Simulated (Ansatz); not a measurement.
Worked calculations on one periodic cell of amorphous Hf₁₈O₃₉Y₂: Hf18O39Y2, 59 atoms, volume 774.1 Å³, made by a melt-quench on the CHGNet potential and relaxed with DFT. O atoms were pushed apart under 1.9 Å during the dynamics, to hinder bonds among them. It is a model cell: composition and starting density were chosen by hand, and all elements were melted together. Cycles of charging were run to anneal it. These are PBE, scalar-relativistic without spin-orbit coupling (plane waves to 420 eV, PAW; Ansatz, a quantum-chemistry and plane-wave program) values and carry that method's errors. Sampling: a 2×2×2 Γ-centred mesh; Fermi-Dirac width 0.02 eV; no spin polarisation. Its volume was relaxed, its shape was free, and it stands at a mean pressure of 0.0 GPa with stress components up to 0.1 GPa; the relaxation ran on the zone centre alone. Its density went from a set 8.63 to 8.61 g/cm³. The cell is small and was quenched far faster than a real film, so it is one sample of the glass.

Count formal charges (Hf +4, O -2, Y +3). What does the count lead one to expect at the Fermi level, and what does the calculation give?

18 × (+4) + 39 × (-2) + 2 × (+3) = 0. The charges balance, so the anion-derived valence states can be full and a gap can open. On this mesh the highest filled and lowest empty level lie 4.19 eV apart, the PBE gap of this cell, with a localised state at one edge or both.

Four energies for an added electron at PBE on the zone centre alone (charged cells in a uniform background, spin-polarised): neutral at the neutral geometry -312927.147 eV; charged at the neutral geometry -312912.343 eV; charged and relaxed -312912.582 eV; neutral at the charged geometry -312926.386 eV.

Find the two relaxation energies and their sum, the reorganisation energy.

On charging: -312912.343 − (-312912.582) = 0.239 eV. On discharging: -312926.386 − (-312927.147) = 0.761 eV. The sum is 1.000 eV. The carrier's level spreads over 7 of the 59 atoms' worth, so it counts as partly localised, most on one Hf atom with neighbours O 2.02 Å, O 2.05 Å, O 2.06 Å, O 2.10 Å, O 2.12 Å, O 2.38 Å (neutral geometry). The values are uncorrected: the image energy of a point charge in this cell, 2.84 × 14.40 / (2 × 9.2) = 2.2 eV before screening, is screened by electrons alone at the fixed geometry and by ions too after relaxing, and the carrier can be spread before it relaxes, so each term can be off by up to that value times 1/ε∞, some tenths of an eV. PBE's self-interaction favours spread-out carriers, so a hybrid can localise more.

Four energies for a hole at PBE on the zone centre alone (charged cells in a uniform background, spin-polarised): neutral at the neutral geometry -312927.147 eV; charged at the neutral geometry -312937.681 eV; charged and relaxed -312937.930 eV; neutral at the charged geometry -312926.339 eV.

Find the two relaxation energies and their sum, the reorganisation energy.

On charging: -312937.681 − (-312937.930) = 0.249 eV. On discharging: -312926.339 − (-312927.147) = 0.808 eV. The sum is 1.057 eV. The carrier's level spreads over 4 of the 59 atoms' worth, so it counts as localised, most on one O atom with neighbours Hf 2.07 Å, Hf 2.10 Å, Hf 2.26 Å (neutral geometry). The values are uncorrected: the image energy of a point charge in this cell, 2.84 × 14.40 / (2 × 9.2) = 2.2 eV before screening, is screened by electrons alone at the fixed geometry and by ions too after relaxing, and the carrier can be spread before it relaxes, so each term can be off by up to that value times 1/ε∞, some tenths of an eV. PBE's self-interaction favours spread-out carriers, so a hybrid can localise more.
